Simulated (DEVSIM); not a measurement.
Device: Co/SiO2/n-Si capacitor, at 300 K.

```
layer (left to right)  material  thickness (nm)  Nd (cm⁻³)
---------------------  --------  --------------  ---------
1                          SiO2            39.0          -
2                            Si            6500     7.9e15
```

Metal gate on the left, work function 5 eV. Fixed charge at the semiconductor interface 0 cm⁻² (in units of +e); no interface traps.

Constants are typed, rounded textbook-type inputs, not results; the design itself was drawn at random and stands for no fabricated device. Values at 300 K; Nc and Nv go as T^1.5, mobilities as T to minus their exponent, the gap by Varshni's rule with the affinity fixed.

```csv
parameter,SiO2,Si
gap (eV),9,1.124
affinity (eV),0.9,4.05
permittivity,3.9,11.7
Nc (cm⁻³),-,2.86e19
Nv (cm⁻³),-,3.1e19
Varshni α (eV/K),-,0.000473
Varshni β (K),-,636
```

Model (solved in DEVSIM): 1D Poisson equation in equilibrium, Boltzmann statistics, complete ionisation; no quantum confinement or tunnelling. Metal contacts follow the ideal Schottky-Mott rule: no Fermi-level pinning, no interface dipoles.

The temperature was swept, all else fixed.

```
temperature (K)  threshold voltage (band bending 2φF) (V)  minimum of the low-frequency capacitance (μF/cm²)  flat-band voltage (V)
---------------  ----------------------------------------  -------------------------------------------------  ---------------------
250                                                 -0.53                                             0.0232                   0.78
300                                                 -0.44                                             0.0248                   0.74
350                                                 -0.35                                             0.0269                   0.70
400                                                 -0.25                                             0.0297                   0.65
450                                                 -0.15                                             0.0336                   0.61
500                                                     ?                                                  ?                   0.56
```

Task: Fill in the missing entries.

Result: 
- 500, threshold voltage (band bending 2φF) (V): -0.04
- 500, minimum of the low-frequency capacitance (μF/cm²): 0.0393
